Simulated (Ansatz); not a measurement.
Zinc-blende BaO (model structure): properties by level of theory

```json
[
 {"level (code)": "LDA (Ansatz)", "equilibrium lattice constant a (Å)": "5.796", "enthalpy of formation (eV/atom)": "-2.741"},
 {"level (code)": "PBE (Ansatz)", "equilibrium lattice constant a (Å)": "5.952", "enthalpy of formation (eV/atom)": "-2.483"},
 {"level (code)": "PBEsol (Ansatz)", "equilibrium lattice constant a (Å)": "5.861", "enthalpy of formation (eV/atom)": "-2.531"},
 {"level (code)": "PBE-D3(BJ) (Ansatz)", "equilibrium lattice constant a (Å)": "5.906", "enthalpy of formation (eV/atom)": "-2.562"},
 {"level (code)": "PBE-D4 (Ansatz)", "equilibrium lattice constant a (Å)": "5.910", "enthalpy of formation (eV/atom)": "-2.559"},
 {"level (code)": "rVV10 (Ansatz)", "equilibrium lattice constant a (Å)": "5.955", "enthalpy of formation (eV/atom)": "-2.648"}
]
```

Caveats: a distance lies near a switch of the dispersion term, which can move the cell (PBE-D4). Ansatz's density-functional and Hartree–Fock values are scalar-relativistic unless marked +SOC, with PAW data made under PBE.

Static lattice: no zero-point or thermal effects.

A model structure was made by putting elements into a prototype or built by hand; it is no filed structure, need not be a known phase, and can be a saddle point held by its symmetry.

Ansatz is an electronic-structure program.
